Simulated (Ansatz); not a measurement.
## A computed series for Cu3N: response to strain

The parent structure is Cu$_{3}$N (space group Pm-3m, No. 221; a = 3.765 Å). Axes: x, y, z lie along the cube axes.

Strains are applied to the cell and any free atomic positions relax; under biaxial strain the out-of-plane vector relaxes too.

Levels (all Ansatz, a program for electronic structure, PAW): PBEsol (420 eV, no spin-orbit coupling); HSE06 (420 eV, scalar-relativistic without spin-orbit coupling).

Band gaps by level, all at the geometries relaxed with PBEsol:

```json
[
 {"case": "base", "PBEsol": "zero", "HSE06": "0.79 eV"},
 {"case": "biaxial strain +0.33 %, plane normal [001], relaxed out of plane", "PBEsol": "zero", "HSE06": "0.81 eV"},
 {"case": "isotropic strain +1.44 %", "PBEsol": "0.16 eV", "HSE06": "0.97 eV"},
 {"case": "uniaxial strain ε_yy = +2.50 %", "PBEsol": "0.09 eV", "HSE06": "0.89 eV"}
]
```

Single points use the geometry relaxed with PBEsol. The hybrid gap comes from the SCF mesh plus the semilocal run's edge points and a few special points and is an upper bound. Whether these cells are dynamically stable was not tested. The final runs are not spin-polarised. Gaps under 0.05 eV, about the width of the smearing, are given as zero. A zero or small gap of Cu3N can be the functional's error rather than a property of the material.
